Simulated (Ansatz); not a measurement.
**MgO: pressure series**

Take MgO (space group Pm-3n, No. 223; a cell from a computed database, its experimental status unchecked) as the base.

```
CELL_PARAMETERS angstrom
      5.59041     0.00000     0.00000
      0.00000     5.59041     0.00000
      0.00000     0.00000     5.59041
ATOMIC_POSITIONS crystal
  Mg 0.25000 0.00000 0.50000
  Mg 0.75000 0.00000 0.50000
  Mg 0.50000 0.75000 0.00000
  Mg 0.50000 0.25000 0.00000
  Mg 0.00000 0.50000 0.75000
  Mg 0.00000 0.50000 0.25000
  O  0.25000 0.50000 0.00000
  O  0.75000 0.50000 0.00000
  O  0.00000 0.75000 0.50000
  O  0.00000 0.25000 0.50000
  O  0.50000 0.00000 0.75000
  O  0.50000 0.00000 0.25000
```

Cell and atoms are relaxed at each pressure.

Calculations: Ansatz (a quantum-chemistry and plane-wave program) PBEsol, scalar-relativistic without spin-orbit coupling.

| case | width of the top valence band | band gap | volume per atom |
|---|---|---|---|
| base | 0.83 eV | 2.84 eV | 14.56 Å³ |
| pressure −2 GPa | 0.80 eV | 2.79 eV | 14.88 Å³ |
| pressure −1 GPa | 0.82 eV | 2.81 eV | 14.71 Å³ |
| pressure 0.3 GPa | 0.83 eV | 2.84 eV | 14.52 Å³ |
| pressure 0.7 GPa | 0.84 eV | 2.85 eV | 14.46 Å³ |
| pressure 1.5 GPa | 0.85 eV | 2.87 eV | 14.34 Å³ |
| pressure 3 GPa | 0.87 eV | 2.90 eV | 14.14 Å³ |
| pressure 5 GPa | 0.89 eV | 2.93 eV | 13.89 Å³ |
| pressure 7.5 GPa | 0.92 eV | 2.97 eV | 13.61 Å³ |

Load acts through the strain it causes; cell and atoms are relaxed under it. Stability against distortions was not tested. Competing high-pressure phases were not computed. This is not the structure that MgO has at room temperature and ambient pressure.
